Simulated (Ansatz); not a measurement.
Amorphous cells of 8 compositions: the gap between the highest filled and lowest empty level at the zone centre, by PBE and by a single point of r2SCAN on the same geometry (PBE, scalar-relativistic without spin-orbit coupling (plane waves to 420 eV, PAW; Ansatz, a quantum-chemistry and plane-wave program); r2SCAN at 500 eV). The networks come from melt-quench runs on the CHGNet potential at compositions and starting densities chosen by hand, with anions pushed apart in the CHGNet dynamics, and DFT then relaxed them. The cells are small and were quenched far faster than real films, so single cells scatter. Defect or tail levels can set these gaps. The rows are the first to finish with both values and no moments.

```csv
cell,PBE gap x (eV),r2SCAN gap y (eV)
"A (Al28O45Mo, 3.18 g/cm3)",1.75,2.00
"B (Al28O43Na2, 3.07 g/cm3)",3.30,3.93
"C (Al28O44Ge, 3.15 g/cm3)",3.32,3.97
"D (Al28O45Ga2, 3.25 g/cm3)",3.39,4.01
"E (Al28O44Si, 3.06 g/cm3)",3.55,withheld
"F (Al28O45Lu2, 3.63 g/cm3)",3.56,4.19
"G (Al28O45Sb2, 3.36 g/cm3)",3.58,4.04
"H (Al28O43Sr, 3.19 g/cm3)",3.68,4.32
```

Question: Fit a straight line through the 7 full rows and predict the withheld value for E (Al28O44Si, 3.06 g/cm3).

Answer: Means: x = 3.226, y = 3.780. Slope = Σ(Δx Δy) / Σ(Δx²) = 3.168 / 2.663 = 1.19; the r.m.s. residual is 0.074. Prediction: 3.780 + 1.19 × (3.55 − 3.226) = 4.17. The run gave 4.19, 0.02 above the line.
